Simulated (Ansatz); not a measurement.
## Be on the Al site + O on the N site (Be_Al+O_N) (wurtzite AlN host)

Calculation: PBE, PAW (plane waves to 420 eV; Ansatz, a program for electronic structure). The supercell holds 96 host sites (3×2×2 repeats of a cell of 8 atoms), with a 2×2×2 shifted k-point sampling for the final energies. Sites at the start: the Al site; N 1.90 Å away. Charged cells carry a point-charge image correction with potential alignment at far atoms. Dielectric constants: PBE linear response of the host. Host gap at this level: 4.03 eV. Finite-size and sampling errors can reach tenths of an eV here. The semilocal functional narrows the gap, so deep levels can fall outside it. Spin–orbit coupling is left out. Each state is the lowest found from its start.

The name describes the start; the neighbours show where the atoms ended.

Charges with a result: +1, 0. Others weren't obtained, and one of them could lie lower, also by skipping a charge.

```csv
charge,moment (μB),largest move off a lattice site (Å),neighbours of the last O atom of the defect at the end (Å),image correction with alignment (eV)
+1*,fractional,0.35,"Al 1.87, Al 1.87, Al 1.88, Be 2.44",–
0,not spin-polarised,0.37,"Al 1.87, Al 1.87, Al 1.88, Be 2.47",0.00
```

* At this level the carrier isn't localised at the defect: at charge +1 holes occupy the valence band. Such a state is shallow or no state of the defect, and this cell gives it no level.

Flagged in the runs: a host whose relaxation on this sampling wasn't shown to rest.

All states together cost around 30 core-minutes (rough).
